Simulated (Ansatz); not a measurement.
The structure below was relaxed with r2SCAN (Ansatz, an electronic-structure program; PAW; 500 eV plane waves; no spin-orbit coupling).

```xyz
2
Lattice="0.0000 2.9736 2.9736 2.9736 0.0000 2.9736 2.9736 2.9736 0.0000" Properties=species:S:1:pos:R:3 pbc="T T T"
Se     4.4604     4.4604     4.4604
Mg     0.0000     0.0000     0.0000
```

Q: Find the space group and the Wyckoff positions.

A: Space group F-43m (No. 216); a = b = c = 5.947 Å, α = β = γ = 90.00°

| atom | site | symmetry | x | y | z |
|---|---|---|---|---|---|
| Se | 4c | -43m | 0.2500 | 0.2500 | 0.2500 |
| Mg | 4a | -43m | 0.0000 | 0.0000 | 0.0000 |

Stability against distortions was not tested. The cell was made from ZnSe by this change: Zn → Mg; the result is a model cell, its experimental status unchecked. This is not the structure that MgSe has at room temperature and ambient pressure.
